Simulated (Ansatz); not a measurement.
Base system: LuCl3 (space group R-3c, No. 167; a = 6.4314 Å, c = 17.6660 Å (hexagonal axes); a hypothetical phase, not in the database extracts checked). Axes: x lies along a and z along c of the hexagonal cell.

Calculations: PBEsol (Ansatz, an electronic-structure program; PAW; 420 eV plane waves; scalar-relativistic without spin-orbit coupling).

It is then changed as follows: tensor shear ε_yz = −1.74 % (engineering shear γ = -0.0348), atoms relaxed at fixed cell.

Q: Predict the stress tensor and what it implies for the stiffness.

A: Stress of the strained cell less that of the base (GPa, compression positive):
```
  -0.26    0.00    0.00
   0.00    0.34    0.79
   0.00    0.79    0.06
```

Then −Δσ/γ with γ = 2ε = -0.0348 gives secant stiffness values (nonlinear terms included at this strain): C44 ≈ 23 GPa.

No phonon test of stability was made. The base started in R32 and relaxed to R-3c at this level.
